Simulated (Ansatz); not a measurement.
Consider Ta in the bcc (W type) structure (space group Im-3m, No. 229; a = 3.282 Å).

Levels (all Ansatz, a quantum-chemistry and plane-wave program, PAW): PBEsol (420 eV, without spin-orbit coupling); r2SCAN (500 eV, spin-orbit coupling left out).

The geometry is relaxed with PBEsol.

* **PBEsol pressure**: 0.0 GPa

Task: How does going to r2SCAN change the pressure?

Result: The pressure goes from zero to 4.4 GPa.

Single points use the geometry relaxed with PBEsol. Their cutoffs differ, which shifts pressures a little. Stability against distortions was not tested. The final runs are not spin-polarised.
